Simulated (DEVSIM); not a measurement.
Device: illuminated Si n-on-p cell, one wavelength, with a back-surface field, at 300 K.

| layer (left to right) | material | thickness (μm) | Nd (cm⁻³) | Na (cm⁻³) | τn (s) | τp (s) | absorption coefficient (cm⁻¹) |
|---|---|---|---|---|---|---|---|
| 1 | Si | 0.390 | 6.2e18 | - | 6.7e-7 | 1.4e-5 | 1200 |
| 2 | Si | 110 | - | 1.8e15 | 1.6e-5 | 1.6e-5 | 1200 |
| 3 | Si | 1.20 | - | 3e18 | 1.6e-5 | 1.6e-5 | 1200 |

Left contact: ohmic, minority hole recombination velocity 200 cm/s. Right contact: ohmic, minority electron recombination velocity 8e6 cm/s. Voltage is applied to the left contact. Recombination: SRH at mid-gap, radiative, Auger. Light enters at the left, 1.8e18 photons cm⁻² s⁻¹, one pass, no reflection. Mobility is constant in doping.

Constants are typed, rounded textbook-type inputs, not results; the design itself was drawn at random and stands for no fabricated device. Values at 300 K.

| parameter | Si |
|---|---|
| gap (eV) | 1.124 |
| affinity (eV) | 4.05 |
| permittivity | 11.7 |
| Nc (cm⁻³) | 2.86e19 |
| Nv (cm⁻³) | 3.1e19 |
| μn (cm²/Vs) | 1417 |
| μp (cm²/Vs) | 470 |
| B (cm³/s) | 4.7e-15 |
| Cn (cm⁶/s) | 2.8e-31 |
| Cp (cm⁶/s) | 9.9e-32 |

DEVSIM, 1D drift-diffusion, Boltzmann statistics, complete ionisation; no tunnelling, impact ionisation, image-force lowering or self-heating.

The photon flux was swept, all else fixed.

| photon flux (cm^-2 s^-1) | open-circuit voltage (V) | fill factor | largest power (mW/cm²) | short-circuit current (mA/cm²) |
|---|---|---|---|---|
| 5.4e16 | 0.538 | 0.81 | 3.72 | 8.53 |
| 1.8e17 | 0.572 | 0.81 | 13.2 | 28.4 |
| 5.4e17 | 0.607 | 0.81 | 42.0 | 85.4 |
| 1.8e18 | 0.649 | 0.80 | 147 | 286 |
| 5.4e18 | 0.686 | 0.78 | 460 | 861 |
| 1.8e19 | 0.725 | 0.77 | 1600 | 2880 |
| 5.4e19 | [?] | 0.77 | 5060 | [?] |

### Question
Complete the blanks.

### Answer

- 5.4e19, open-circuit voltage (V): 0.759
- 5.4e19, short-circuit current (mA/cm²): 8640
